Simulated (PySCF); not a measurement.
PySCF 2.14.0, BP86/def2-svp, df: B(Me)(SH)2 (CB(S)S), 9 atoms. The geometry is a generated start, not checked to be a minimum at this level.

```
Quantity                       Value
-------------------  ---------------
task                          energy
method                          bp86
basis                       def2-svp
two-electron scheme  density fitting
mol.max_memory               3000 MB
mf.max_cycle                     100
mf.init_guess        minao (default)
mf.DIIS              CDIIS (default)
mf.diis_space            8 (default)
mf.conv_tol          1e-09 (default)
mf.grids.level           3 (default)
basis functions                   89
grid points                   114968
```

```xyz
9

B      0.1575     0.0833    -0.0144
C     -1.2005    -0.7196    -0.0994
H     -1.0512    -1.7588    -0.3904
H     -1.9142    -0.2693    -0.7892
H     -1.6821    -0.7410     0.8792
S      0.1827     1.7834    -0.5990
H      1.4485     2.0925    -0.3262
S      1.5894    -0.7363     0.6956
H      2.4700     0.2657     0.6438
```

One run each on 2 threads, 1 BLAS thread. Values of level_shift (Hartree) tried: 0 (default), 0.1, 0.3, 1.

Problem. Which value of level_shift (Hartree) needs the fewest Fock builds, and what happens away from it?

Solution. Fewest Fock builds, within one of each other: 0 (default) with 12, 0.1 with 11. The count rises to 42 at 1. All converge to one solution.

```csv
level_shift (Hartree),Fock builds,end
0 (default),12,same solution
0.1,11,same solution
0.3,14,same solution
1,42,same solution
```
